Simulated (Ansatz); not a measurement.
## Fermi-surface data of HfN (Fm-3m)

Here is the system:

```xyz
2
Lattice="0.0000 2.2456 2.2456 2.2456 0.0000 2.2456 2.2456 2.2456 0.0000" Properties=species:S:1:pos:R:3 pbc="T T T"
Hf     0.0000     0.0000     0.0000
N      2.2456     2.2456     2.2456
```

All values below come from PBEsol, rigid bands (plane waves, PAW, scalar-relativistic; Ansatz, a program for electronic structure). Condition of this run: hydrostatic pressure 2 GPa (the target of the relaxation). How the cell was made: cell and atoms relaxed with PBEsol, then loaded as said.

The density of states at the Fermi level comes out as 0.597 states/(eV·cell), both spins and the bare Sommerfeld coefficient is 0.70 mJ/(mol of atoms·K²). The drude plasma energy is 9.4 eV. The root-mean-square Fermi velocity is 1.1e6 m/s and the resistivity times τ comes out as 5.6 ×10⁻²² Ω·m·s.

A metal at this level (no band gap); rigid bands, thermally averaged at 300 K, both spins. Spin-orbit coupling is left out, which matters with elements this heavy. τ is one relaxation time for all states.
